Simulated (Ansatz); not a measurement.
**A computed series for Si: pressure series**

Take Si (space group Ia-3, No. 206) as the base.

```xyz
8
Lattice="-3.3008 3.3008 3.3008 3.3008 -3.3008 3.3008 3.3008 3.3008 -3.3008" Properties=species:S:1:pos:R:3 pbc="T T T"
Si     0.6754     0.6754     0.6754
Si    -0.6754     2.6254     0.6754
Si     0.6754    -0.6754     2.6254
Si     2.6254     0.6754    -0.6754
Si     2.6254     2.6254     2.6254
Si     0.6754     3.9762    -0.6754
Si    -0.6754     0.6754     3.9762
Si     3.9762    -0.6754     0.6754
```

Cell and atoms are relaxed at each pressure.

Method: DFT with PBEsol, PAW potentials and a 420 eV plane-wave cutoff in Ansatz (a program for electronic structure), no SOC.

| pressure (GPa) | volume per atom (Å³/atom) |
|---|---|
| -2 | 18.402 |
| -1 | 18.184 |
| 0 | 17.982 |
| 0.3 | 17.924 |
| 0.7 | 17.848 |
| 1.5 | 17.699 |
| 5 | 17.115 |
| 7.5 | ? |
| 10 | 16.416 |

**Question.** Fit the third-order Birch–Murnaghan form P(V) = (3B₀/2)[(V₀/V)^(7/3) − (V₀/V)^(5/3)]·[1 + (3/4)(B₀′ − 4)((V₀/V)^(2/3) − 1)] (squares taken in P) to the rows shown and predict the withheld row.

**Answer.** Least squares on the printed values gives V₀ = 17.983 Å³/atom, B₀ = 91.4 GPa, B₀′ = 4.0; this predicts 16.748 Å³/atom, and the run gives 16.749 Å³/atom, in agreement.

Load acts through the strain it causes; cell and atoms are relaxed under it. Whether these cells are dynamically stable was not tested. No other phases were tried under pressure. This is not the structure that Si has at room temperature and ambient pressure.
